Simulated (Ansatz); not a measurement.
# BaF2 under a change: pressure 15 GPa

Base system: BaF2 in the fluorite structure (space group Fm-3m, No. 225; a = 6.2464 Å).

It is then changed as follows: a hydrostatic pressure of 15 GPa.

All numbers come from PBE in Ansatz (plane waves to 420 eV, PAW, scalar-relativistic without spin-orbit coupling). k-mesh 9×9×9 (Γ-centred); smearing 0.05 eV (Fermi–Dirac).

- Lattice parameter a = 5.881 Å (base 6.246 Å)
- Shortest interatomic distance = 2.547 Å (base 2.705 Å)
- Enthalpy H = E + PV relative to the base's energy = +1.72 eV/atom
- Band gap = 7.51 eV (base 6.73 eV)
- Width of the top valence band = 0.42 eV (base 0.20 eV)
- Electron mass = 0.48 mₑ (at Γ) (base 0.49 mₑ (at Γ))
- Valley order (the lowest conduction-band minima on the path, energy above the VBM, named in the base's zone) = Γ 7.51 eV; X along ⟨100⟩ 7.54 eV (base Γ 6.73 eV; X along ⟨100⟩ 7.27 eV)

Final structure:

```
CELL_PARAMETERS angstrom
      0.00000     2.94047     2.94047
      2.94047     0.00000     2.94047
      2.94047     2.94047     0.00000
ATOMIC_POSITIONS crystal
  Ba 0.00000 0.00000 0.00000
  F  0.25000 0.25000 0.25000
  F  0.75000 0.75000 0.75000
```

Load acts through the strain it causes; cell and atoms are relaxed under it. Masses are band curvatures over ±0.01 Å⁻¹ around the edge. Whether these cells are dynamically stable was not tested. No other phases were tried under pressure.

Ansatz is an electronic-structure program.
